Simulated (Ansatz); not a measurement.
Take MoS$_{2}$ (space group P6_3/mmc, No. 194; a = 3.109 Å, c = 11.709 Å; layered, stacked along the Cartesian z axis) as the base. Axes: x lies along a and z along c of the hexagonal cell.

The values are results of PBEsol-D3(BJ)/PAW in Ansatz (a first-principles code), spin-orbit coupling left out, not measurements.

Strains are applied to the cell and any free atomic positions relax.

One change was made to it. Results:

```json
[
 {"quantity": "smallest direct gap", "base": "1.79 eV", "after": "1.76 eV"},
 {"quantity": "band gap", "base": "0.52 eV", "after": "0.36 eV"},
 {"quantity": "energy relative to the base (free energy F)", "base": "0 meV/atom", "after": "+3.3 meV/atom"},
 {"quantity": "hole mass", "base": "1.1 mₑ along c, 0.50 mₑ across (at Γ)", "after": "1.5 mₑ along z, 0.39 mₑ across (at Γ)"}
]
```

Question: What was done to the base?
A. uniaxial strain ε_zz = −1.80 %
B. uniaxial strain ε_zz = −2.40 %
C. uniaxial strain ε_zz = −3.00 %
D. uniaxial strain ε_zz = −1.20 %

Answer: B, uniaxial strain ε_zz = −2.40 %. For comparison, the band gap in the other runs: uniaxial strain ε_zz = −1.20 % gives 0.44 eV; uniaxial strain ε_zz = −1.80 % gives 0.40 eV; uniaxial strain ε_zz = −3.00 % gives 0.32 eV.

Effective masses come from finite differences of ±0.01 Å⁻¹. Stability against distortions was not tested.
